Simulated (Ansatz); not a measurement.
Worked example: self-consistent single point of Au (Fm-3m, 1 atom in the cell) in Ansatz (a program for electronic structure).

Method of the run: LDA (PW92), default PAW files made with PBE (plane waves; Ansatz).

```yaml
crystal:
  lattice:
    - [0.00000, 2.04000, 2.04000]
    - [2.04000, 0.00000, 2.04000]
    - [2.04000, 2.04000, 0.00000]
  atoms:
    - { symbol: Au, position: [0.00000, 0.00000, 0.00000] }
```

Reference input (self-consistent single point, DFT, PBE, plane waves, default PAW files): kpoints.mp_grid.grid = 18 18 18; hamiltonian.xc = pbe; hamiltonian.pseudopotentials = {kind: paw} (the program's default PAW files); scf.occupations.method = gaussian; scf.occupations.width = 0.1 eV. This run's input differs from it in these lines:

Ansatz 0.2 input:
```diff
@@ -10,3 +10,3 @@
 hamiltonian:
-  xc: pbe
+  xc: lda
   pseudopotentials: { kind: paw }
```

Log, with long lists cut:

```
SCF iter   1: F=—  HF=-12864.951702 eV  |F-HF|=—  |Δ(HF+E_count)|=         —  Δρ=7.98e-3  dr2=6.70e-3  ethr=1.77e-3  ⟨swp⟩=4.6  Hψ=13697  notcnv=0
all-band conjugate gradients solve this SCF's bands
preconditioner: auto → none
SCF iter   2: F=—  HF=-12864.950097 eV  |F-HF|=—  |Δ(HF+E_count)|=   1.61e-3  Δρ=3.84e-3  dr2=1.28e-3  ethr=3.53e-5  ⟨swp⟩=1.0  Hψ=4290  notcnv=0
SCF iter   3: F=—  HF=-12864.949653 eV  |F-HF|=—  |Δ(HF+E_count)|=   4.44e-4  Δρ=3.60e-4  dr2=5.32e-6  ethr=6.74e-6  ⟨swp⟩=2.5  Hψ=3650  notcnv=0
SCF iter   4: F=—  HF=-12864.949658 eV  |F-HF|=—  |Δ(HF+E_count)|=   4.99e-6  Δρ=5.67e-5  dr2=5.28e-7  ethr=2.80e-8  ⟨swp⟩=2.1  Hψ=4039  notcnv=0
iter 5 did not close the SCF: its close was put off for the readings that it lacked (scf_convergence_deferred on its scf_iter line)
SCF iter   5: F=-12864.949658 eV  HF=-12864.949658 eV  |F-HF|=3.36e-9  |Δ(HF+E_count)|=   2.17e-8  Δρ=7.01e-6  dr2=4.84e-9  ethr=2.78e-9  ⟨swp⟩=2.0  Hψ=4469  notcnv=0
SCF iter   6: F=-12864.949658 eV  HF=-12864.949658 eV  |F-HF|=3.64e-12  |Δ(HF+E_count)|=   1.11e-9  Δρ=2.24e-7  dr2=1.57e-12  ethr=2.55e-11  ⟨swp⟩=3.0  Hψ=9013  notcnv=0
SCF 1 converged in 6 iterations: F = -12864.949658 eV  dr2 = 1.57e-12
Free energy (F): -12864.949658 eV
Internal energy: -12864.948215 eV  (E = F + TS)
E sigma→0 (E₀):  -12864.948937 eV
Entropy (-TS):   -0.001444 eV (-1.444 meV/atom)
Fermi energy:    20.324218 eV
--- Forces (eV/Å), atoms counted from 1 ---
  atom   1  Au    -0.00000000    -0.00000000    -0.00000000
--- Stress (GPa, compression-positive) ---
       -4.239973      -0.000000       0.000000
       -0.000000      -4.239973       0.000000
        0.000000       0.000000      -4.239973
  P = ⅓ Tr σ = -4.2400 GPa (-42.400 kbar)
  The stress holds the Pulay correction. Without it, at fixed plane waves, as pw.x and ABINIT print it: P = -4.2812 GPa
```

The run converged in 6 iterations. Against the reference run the pressure goes from 9.47 to -4.24 GPa.

The starting cell has typed, rounded lattice constants, without a prior relaxation at this level. With a pressure of about -4 GPa the cell is away from its equilibrium volume at this level. Ansatz's pressure includes its estimate of the finite-basis (Pulay) stress.
